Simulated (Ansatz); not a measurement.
Ansatz (a program for electronic structure) run on MoW (Cmm2, 2 atoms in the cell): self-consistent single point.

Level of theory: PBEsol, default PAW files made with PBE (plane waves; Ansatz).

The change in words: lattice scaled by 0.98; basis.ecutrho_ratio: default → 6. Reference geometry:
```xyz
2
Lattice="1.5714 -2.2231 0.0000 1.5714 2.2231 0.0000 0.0000 0.0000 4.4642" Properties=species:S:1:pos:R:3 pbc="T T T"
Mo     0.0000     0.0000     0.0500
W      1.5714     0.0000     2.2321
```

Reference input (self-consistent single point, DFT, PBEsol, plane waves, default PAW files made with PBE): basis.ecutwfc = 420 eV; kpoints.mp_grid.grid = 11 11 7; hamiltonian.xc = pbesol; hamiltonian.pseudopotentials = {kind: paw} (the program's default PAW files); scf.occupations.method = fermi_dirac; scf.occupations.width = 0.1 eV. This run's input differs from it in these lines:

Ansatz 0.2 input:
```diff
@@ -2,5 +2,5 @@
   lattice:
-    - [1.57138900, -2.22312800, 0.00000000]
-    - [1.57138900, 2.22312800, 0.00000000]
-    - [0.00000000, 0.00000000, 4.46415700]
+    - [1.53996100, -2.17866500, 0.00000000]
+    - [1.53996100, 2.17866500, 0.00000000]
+    - [0.00000000, 0.00000000, 4.37487400]
   atoms:
@@ -10,2 +10,3 @@
   ecutwfc: 420.0
+  ecutrho_ratio: 6
 kpoints:
```

Output, abridged:

```
SCF iter   1: F=—  HF=-15153.922355 eV  |F-HF|=—  |Δ(HF+E_count)|=         —  Δρ=6.21e-3  dr2=2.15e-2  ethr=1.77e-3  ⟨swp⟩=5.0  Hψ=11333  notcnv=0
all-band conjugate gradients solve this SCF's bands
preconditioner: auto → none
SCF iter   2: F=—  HF=-15153.921706 eV  |F-HF|=—  |Δ(HF+E_count)|=   6.49e-4  Δρ=4.38e-3  dr2=1.34e-2  ethr=7.66e-5  ⟨swp⟩=1.0  Hψ=3745  notcnv=0
SCF iter   3: F=—  HF=-15153.920144 eV  |F-HF|=—  |Δ(HF+E_count)|=   1.56e-3  Δρ=8.59e-4  dr2=1.65e-4  ethr=4.78e-5  ⟨swp⟩=1.6  Hψ=2738  notcnv=0
SCF iter   4: F=—  HF=-15153.920081 eV  |F-HF|=—  |Δ(HF+E_count)|=   6.31e-5  Δρ=2.93e-4  dr2=3.62e-5  ethr=5.90e-7  ⟨swp⟩=2.0  Hψ=4439  notcnv=0
SCF iter   5: F=—  HF=-15153.920076 eV  |F-HF|=—  |Δ(HF+E_count)|=   4.70e-6  Δρ=1.55e-4  dr2=1.85e-5  ethr=1.29e-7  ⟨swp⟩=2.2  Hψ=4253  notcnv=0
SCF iter   6: F=—  HF=-15153.920072 eV  |F-HF|=—  |Δ(HF+E_count)|=   4.30e-6  Δρ=4.65e-5  dr2=1.08e-6  ethr=6.60e-8  ⟨swp⟩=2.0  Hψ=3456  notcnv=0
SCF iter   7: F=-15153.920072 eV  HF=-15153.920072 eV  |F-HF|=2.15e-8  |Δ(HF+E_count)|=   2.23e-7  Δρ=9.50e-6  dr2=3.14e-8  ethr=3.57e-10  ⟨swp⟩=3.1  Hψ=10426  notcnv=0
SCF 1 converged in 7 iterations: F = -15153.920072 eV  dr2 = 3.14e-8
Free energy (F): -15153.920072 eV
Internal energy: -15153.874971 eV  (E = F + TS)
E sigma→0 (E₀):  -15153.897521 eV
Entropy (-TS):   -0.045101 eV (-22.550 meV/atom)
Fermi energy:    23.483858 eV
--- Forces (eV/Å), atoms counted from 1 ---
  atom   1  Mo     0.00000000    -0.00000000    -0.89661232
  atom   2  W     -0.00000000     0.00000000     0.89664058
--- Stress (GPa, compression-positive) ---
       19.815975       0.000000       0.000000
        0.000000      20.524667       0.000000
        0.000000       0.000000      18.276102
  P = ⅓ Tr σ = 19.5389 GPa (195.389 kbar)
  The stress holds the Pulay correction. Without it, at fixed plane waves, as pw.x and ABINIT print it: P = 19.4869 GPa
```

The run converged in 7 iterations. Against the reference run the free energy goes up by 50.8 meV/atom, the pressure goes from -0.79 to 19.54 GPa and the largest force goes from 0.709 to 0.897 eV/Å.

The starting cell comes from a database of computed structures (which also holds hypothetical and non-ambient phases and stackings), without a prior relaxation at this level. Its lattice was rescaled by up to half a per cent. One atom was moved a little off its site on purpose. For this run, on top of that: lattice scaled by 0.98. Spin polarisation is off. Ansatz's pressure includes its estimate of the finite-basis (Pulay) stress.
